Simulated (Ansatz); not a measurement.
## How the band gap of Ga₂O₃ (model structure, started from the Bi2O3 type, P6₃mc, No. 186, 20 atoms in the cell) moves with the method

No measured value is used here.

```tsv
level (code)	value (eV)	cell (Å³/atom)
LDA (Ansatz)	(withheld)	10.05
PBEsol+SOC (Ansatz)	0.33 (indirect)	10.42
r²SCAN+SOC (Ansatz)	0.82 (indirect)	10.42
r²SCAN+rVV10 (Ansatz)	0.85 (indirect)	10.30
HSE06 (Ansatz)	1.78	10.42
```

Problem. What belongs in the gaps?

Solution. 
- LDA (Ansatz, a program for electronic structure), value (eV): 0.43 (indirect)

Computed values are for a static lattice. Levels without +SOC have no spin–orbit coupling; where heavier elements are present it shifts gaps, mostly down, and can invert bands.  PBEsol+SOC, r²SCAN+SOC, HSE06: the gap is read on the k mesh or supercell of the run alone and can be too large. Values are at the PBEsol cell; LDA at the level's own equilibrium cell; r²SCAN+rVV10 at the level's own equilibrium cell. Cutoffs and k meshes differ between the levels. Ansatz's density-functional and Hartree–Fock values are scalar-relativistic unless marked +SOC, with PAW data made under PBE.

A model structure was made by putting elements into a prototype or built by hand; it is no filed structure, need not be a known phase, and can be a saddle point held by its symmetry.
